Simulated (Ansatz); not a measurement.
Take MgF$_{2}$ in the rutile structure (space group P4_2/mnm, No. 136; a = 4.639 Å, c = 3.062 Å) as the base.

Levels (all Ansatz, a quantum-chemistry and plane-wave program, PAW): PBEsol (420 eV, scalar-relativistic without spin-orbit coupling); HSE06 (420 eV, no SOC).

The geometry is relaxed with PBEsol.

- PBEsol lowest conduction level above the VBM at special points = Γ 6.89 eV; X 9.29 eV; M 10.99 eV

### Question
How does going to HSE06 change the lowest conduction level above the VBM at special points?

### Answer
The lowest conduction level above the VBM at special points changes from Γ 6.89 eV; X 9.29 eV; M 10.99 eV to Γ 9.38 eV; X 11.83 eV; M 13.62 eV.

Single points use the geometry relaxed with PBEsol. The levels and masses belong to the bands next to the band gap. Whether these cells are dynamically stable was not tested. The base started in Pnnm and relaxed to P4_2/mnm at this level.
